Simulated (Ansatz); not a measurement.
Base system: Ta in the bcc (W type) structure (space group Im-3m, No. 229; a = 3.282 Å; relaxed with 0.1 eV smearing). Axes: x, y, z lie along the cube axes.

Calculations: Ansatz (a program for electronic structure), PBEsol, PAW, cutoff 420 eV, no spin-orbit coupling, earlier PAW set.

A first run, uniaxial strain ε_zz = −1.28 %, gives secant values C11 ≈ 290 GPa and C12 ≈ 170 GPa from its stress. A second run applies isotropic strain +2.04 %.

### Question
What does linear elasticity predict for the bulk modulus −ΔP/(ΔV/V₀) in the second run, and what does the run give?

### Answer
Linear elasticity: (C11 + 2 C12)/3 = 210 GPa. The run gives 180 GPa; any difference comes from nonlinear terms at these strains and numerical noise.

Whether these cells are dynamically stable was not tested. The final runs are not spin-polarised.
